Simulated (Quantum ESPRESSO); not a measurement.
Worked example: self-consistent single point of ZrPbO3 (P1, 5 atoms in the cell) in Quantum ESPRESSO.

Level of theory: LDA (PZ), GBRV 1.5 ultrasoft (LDA) pseudopotentials (plane waves; Quantum ESPRESSO).

```yaml
crystal:
  lattice:
    - [4.20893, 0.00000, 0.00000]
    - [0.00000, 4.20893, 0.00000]
    - [0.00000, 0.00000, 4.20893]
  atoms:
    - { symbol: Zr, position: [0.99572, 0.01140, 0.00408] }
    - { symbol: Pb, position: [0.51294, 0.49542, 0.50131] }
    - { symbol: O, position: [0.50108, 0.00048, 0.00375] }
    - { symbol: O, position: [0.99836, 0.49750, 0.99618] }
    - { symbol: O, position: [0.99191, 0.99520, 0.49468] }
```

Reference input (self-consistent single point, DFT, PBEsol, plane waves, GBRV 1.5 ultrasoft (PBESOL) pseudopotentials): ecutwfc = 40 Ry; ecutrho = 320 Ry; occupations = smearing; smearing = fermi-dirac; degauss = 0.0036749 Ry; potentials = {Zr: zr_pbesol_v1.uspp.F.UPF, Pb: pb_pbesol_v1.uspp.F.UPF, O: o_pbesol_v1.2.uspp.F.UPF}; K_POINTS = automatic 5 5 5 0 0 0; conv_thr = 1e-11 Ry. This run's input differs from it in these lines:

```diff
@@ -21,5 +21,5 @@
 ATOMIC_SPECIES
-Zr    91.2240  zr_pbesol_v1.uspp.F.UPF
-Pb   207.2000  pb_pbesol_v1.uspp.F.UPF
-O     15.9990  o_pbesol_v1.2.uspp.F.UPF
+Zr    91.2240  zr_lda_v1.uspp.F.UPF
+Pb   207.2000  pb_lda_v1.uspp.F.UPF
+O     15.9990  o_lda_v1.2.uspp.F.UPF
 CELL_PARAMETERS {angstrom}
```

Output (repeated stretches shortened):

```
     Self-consistent Calculation

     iteration #  1     ecut=    40.00 Ry     beta= 0.70

     negative rho (up, down):  7.706E-02 0.000E+00

     total energy              =    -359.65577598 Ry
     estimated scf accuracy    <       1.89285065 Ry

     iteration #  2     ecut=    40.00 Ry     beta= 0.70

     negative rho (up, down):  7.803E-02 0.000E+00

     total energy              =    -359.22685620 Ry
     estimated scf accuracy    <       7.15618764 Ry

     iteration #  3     ecut=    40.00 Ry     beta= 0.70

     negative rho (up, down):  7.818E-02 0.000E+00

     total energy              =    -360.64877646 Ry
     estimated scf accuracy    <       0.07392224 Ry

   [... 9 blocks of this kind left out ...]

     iteration # 13     ecut=    40.00 Ry     beta= 0.70

     negative rho (up, down):  7.936E-02 0.000E+00

     total energy              =    -360.64731896 Ry
     estimated scf accuracy    <          7.7E-11 Ry

     iteration # 14     ecut=    40.00 Ry     beta= 0.70

     negative rho (up, down):  7.936E-02 0.000E+00
     End of self-consistent calculation

     the Fermi energy is     9.9736 ev

!    total energy              =    -360.64731896 Ry
     estimated scf accuracy    <          3.1E-12 Ry
     smearing contrib. (-TS)   =      -0.00000000 Ry
     internal energy E=F+TS    =    -360.64731896 Ry

     convergence has been achieved in  14 iterations

     negative rho (up, down):  7.936E-02 0.000E+00

     Forces acting on atoms (cartesian axes, Ry/au):

     atom    1 type  1   force =     0.00957654   -0.01706182   -0.00812681
     atom    2 type  2   force =     0.00519929    0.00388251    0.00107144
     atom    3 type  3   force =    -0.00864936    0.00094283   -0.00344906
     atom    4 type  3   force =    -0.00336545    0.01080062   -0.00272828
     atom    5 type  3   force =    -0.00276103    0.00143587    0.01323271

     Total force =     0.029999     Total SCF correction =     0.000006

     negative rho (up, down):  7.936E-02 0.000E+00
          total   stress  (Ry/bohr**3)                   (kbar)     P=     -107.46
  -0.00073914  -0.00000257   0.00000209         -108.73       -0.38        0.31
  -0.00000257  -0.00071786  -0.00000200           -0.38     -105.60       -0.29
   0.00000209  -0.00000200  -0.00073458            0.31       -0.29     -108.06

   JOB DONE.
```

The run converged in 14 iterations. Against the reference run the pressure goes from -7.07 to -10.75 GPa, the largest force hardly changes (0.550 to 0.545 eV/Å) and the gap on the mesh goes from 2.703 to 2.668 eV.

The starting cell comes from a database of computed structures (which also holds hypothetical and non-ambient phases and stackings), without a prior relaxation at this level. Its atoms were displaced at random from the sites of space group no. 221. Spin-orbit coupling is off. With a pressure of about -11 GPa the cell is away from its equilibrium volume at this level.

Cost on one core of a shared machine: roughly 2 min.
